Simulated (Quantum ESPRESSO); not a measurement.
Quantum ESPRESSO is run on CF4 (C2/c, 10 atoms in the cell), and the run fails. The aim is a self-consistent single point with DFT, PBEsol, plane waves, GBRV 1.5 ultrasoft (PBESOL) pseudopotentials.

Cell that was meant: a = 4.7384 Å, b = 4.7384 Å, c = 8.3679 Å, α = 115.89°, β = 115.89°, γ = 54.24°.

Part of the input:

```fortran
 nat = 10
 ntyp = 2
 ecutwfc = 40
 ecutrho = 40
 occupations = 'smearing'
 smearing = 'fd'
 degauss = 0.0099958
```

Log, with long lists cut:

```
 %%%%%%%%%%%%%%%%%%%%%%%%%%%%%%%%%%%%%%%%%%%%%%%%%%%%%%%%%%%%%%%%%%%%%%%%%%%%%%
     Error in routine set_cutoff (1):
     ecutrho <= ecutwfc?!?
 %%%%%%%%%%%%%%%%%%%%%%%%%%%%%%%%%%%%%%%%%%%%%%%%%%%%%%%%%%%%%%%%%%%%%%%%%%%%%%

     stopping ...
```

**Question.** Read the log: what does the program object to, and what is the fix?

**Answer.** The fault is a density cutoff or grid that is too coarse; here the program stops on it instead of giving results. To fix it, restore the density cutoff. The program stopped before any SCF iteration.

An input that runs soundly differs in these lines (not the only fix; some lines may just follow from the change or write a value another way):
```diff
- ecutrho = 40
+ ecutrho = 200
```

With that input, the run converged in 13 iterations: free energy E − TS -5594.3860 eV; top of the valence band (on the code's own zero) -3.10 eV; gap on the k-point mesh 9.40 eV; pressure 1.62 GPa; largest force (vector length) 0.403 eV/Å (DFT, PBEsol, plane waves, GBRV 1.5 ultrasoft (PBESOL) pseudopotentials).

On the sound input: the starting cell comes from a database of published, mostly measured structures (it also holds non-ambient and calculated ones), without a prior relaxation at this level.
